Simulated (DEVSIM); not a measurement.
Device: Ru/SiO2/n-Si capacitor, at 250 K.

```tsv
layer (left to right)	material	thickness (nm)	Nd (cm⁻³)
1	SiO2	5.40	-
2	Si	4900	1.4e16
```

Metal gate on the left, work function 4.7 eV. Fixed charge at the semiconductor interface -3.3e10 cm⁻² (in units of +e); no interface traps.

This is a model device: material constants are rounded textbook-type values typed into the input, and sizes, dopings and lifetimes were drawn at random. Values at 300 K; Nc and Nv go as T^1.5, mobilities as T to minus their exponent, the gap by Varshni's rule with the affinity fixed.

```
parameter         SiO2        Si
----------------  ----  --------
gap (eV)             9     1.124
affinity (eV)      0.9      4.05
permittivity       3.9      11.7
Nc (cm⁻³)            -   2.86e19
Nv (cm⁻³)            -    3.1e19
Varshni α (eV/K)     -  0.000473
Varshni β (K)        -       636
```

Simulated with DEVSIM: 1D Poisson equation in equilibrium, Boltzmann statistics, complete ionisation; no quantum confinement or tunnelling. Metal contacts follow the ideal Schottky-Mott rule: no Fermi-level pinning, no interface dipoles.

The substrate doping was swept, all else fixed.

| substrate doping (cm^-3) | flat-band voltage (V) | minimum of the low-frequency capacitance (μF/cm²) | threshold voltage (band bending 2φF) (V) |
|---|---|---|---|
| 7e14 | 0.44 | 0.0101 | -0.27 |
| 1.4e15 | 0.45 | 0.0138 | -0.30 |
| 2.8e15 | 0.47 | 0.0191 | -0.32 |
| 7e15 | 0.49 | 0.0287 | -0.37 |
| 1.4e16 | 0.50 | 0.0388 | -0.41 |
| 2.8e16 | 0.51 | 0.0531 | -0.47 |

From the first row to the last the flat-band voltage goes from 0.44 to 0.51. From the first row to the last the minimum of the low-frequency capacitance goes from 0.0101 to 0.0531.
